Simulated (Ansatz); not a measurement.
The parent structure is ZnSe in the zinc blende structure (space group F-43m, No. 216; a = 5.733 Å).

All numbers come from Ansatz (a program for electronic structure) PBE, without spin-orbit coupling.

Before the change:

| Item | Result |
|---|---|
| Valley order | Γ 1.15 eV; L along ⟨111⟩ 2.49 eV |
| Width of the top valence band | 2.50 eV |
| Electron mass | 0.090 mₑ (at Γ) |

One thing is altered: every lattice vector is stretched by 0.87 %; the atoms relax in the strained cell.

Question: Predict the new valley order, width of the top valence band and electron mass.

Answer: The valley order (the lowest conduction-band minima on the path, energy above the VBM, named in the base's zone) changes from Γ 1.15 eV; L along ⟨111⟩ 2.49 eV to Γ 1.05 eV; L along ⟨111⟩ 2.44 eV; the width of the top valence band drops by 0.11 eV, from 2.50 eV to 2.39 eV; the electron mass becomes 0.084 mₑ (at Γ) (base: 0.090 mₑ (at Γ)).

The levels and masses belong to the bands next to the band gap. Effective masses come from finite differences of ±0.01 Å⁻¹. No phonon test of stability was made.
